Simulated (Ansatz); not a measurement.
ZnSe in the zinc blende structure: three-phonon plus isotope scattering at 300 K, which omits the four-phonon, boundary and defect scattering of a real crystal, from Ansatz (plane waves, PAW) with several functionals, beside measured values. Phonon and k meshes: LDA 6×6×6 / 6×6×6; PBEsol 6×6×6 / 6×6×6; PBE 6×6×6 / 6×6×6; r2SCAN 6×6×6 / 6×6×6. Dynamical quadrupoles are not included in the interpolation of the phonons between the solved wave vectors. Unless called populations, κ holds the coherence term between modes besides the Boltzmann populations. Scattering mesh 15×15×15. Misses against the measured value stand in brackets.

```tsv
quantity	LDA	PBEsol	PBE	r2SCAN	measured
lattice thermal conductivity (W/(m K))	24.1 (+27 %)	21.5 (+13 %)	18.0 (-5 %)	22.4 (+18 %)	19
```

Static volumes: LDA 21.58, PBEsol 22.35, r2SCAN 22.73, PBE 23.56 Å³/atom. The lattice thermal conductivity does not move one way with the volume in this order; PBE lies closest to the measured value, and PBE is low by 5 %.

These misses hold whatever the vibrational approximation and the meshes add; that part was not separated from the functional's.

Measured values: Cormac Toher, Corey Oses, Jose J. Plata et al., Physical Review Materials (2017), arXiv:1611.05714.

The PAW data sets were generated under PBE and serve the other functionals too.

Ansatz is an electronic-structure program.
